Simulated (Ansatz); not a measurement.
Cubic perovskite KNiF₃ was calculated with BLYP (PAW; Ansatz, a program for electronic structure).

Run with plane-wave cutoff 520 eV, 8×8×8 k mesh, Fermi–Dirac smearing 0.01 eV, spin-polarised with parallel moments, scalar-relativistic PAW data made under PBE.

Pressure at four volumes; x = ln(V/13.969 Å³). One pressure is withheld.

```
V (Å³/atom)        x  P (GPa)
-----------  -------  -------
13.131       -0.0619     5.00
13.969        0.0000     0.00
14.528        0.0392    -2.50
14.807        0.0583        ?
```

**Question.** Pass a parabola P(x) through the three rows shown, estimate the bulk modulus and its pressure derivative near zero pressure, and predict the withheld pressure.

**Answer.** Slopes between the rows: (0.00 − (5.00))/(0.0000 − (-0.0619)) = -80.78 and (-2.50 − (0.00))/(0.0392 − (0.0000)) = -63.78 GPa. Their difference over the span 0.1011 is c = 17.00/0.1011 = 168.2 GPa, so P(x) = 5.00 + (-80.78)(x − (-0.0619)) + 168.2 (x − (-0.0619))(x − (0.0000)). At the middle row B = −dP/dx = −[-80.78 + 168.2 × 0.0619] = 70.4 GPa, and B′ = dB/dP = 2c/B = 4.8. At x = 0.0583 the parabola gives -3.53 GPa; the run gives -3.55 GPa. The Birch–Murnaghan fit to the energies at all volumes has B0 = 69.9 GPa and B′ = 4.7.

Note: the magnetic order was assumed, not searched for or taken from measurement; the volume lies 9 % above that of the published cell; without U or exact exchange, gaps and moments of open d shells tend to come out too small.
